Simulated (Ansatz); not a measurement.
For GaSb (model structure, started from the rocksalt type, Fm-3m, No. 225, 2 atoms in the cell), PBE (Ansatz, an electronic-structure program, PAW) gives:

```
Quantity                   Result
-------------------  ------------
lattice parameter a       5.799 Å
cohesive energy      2.62 eV/atom
```

**Question.** What does r²SCAN (Ansatz, plane waves, PAW) give for the same quantities?

**Answer.** 
- lattice constant a: 5.740 Å (drops by 1.0 %)
- cohesive energy: 2.63 eV/atom (is nearly the same)

Changes are worked out from the printed values.

Unless a cell is named, each level is at its own relaxed cell (PBE 24.38, r²SCAN 23.64 Å³/atom).

Levels without +SOC leave out spin–orbit coupling, which shifts energies and cells of such heavy elements.

Ansatz's density-functional and Hartree–Fock values are scalar-relativistic unless marked +SOC, with PAW data made under PBE.

A model structure was made by putting elements into a prototype or built by hand; it is no filed structure, need not be a known phase, and can be a saddle point held by its symmetry.
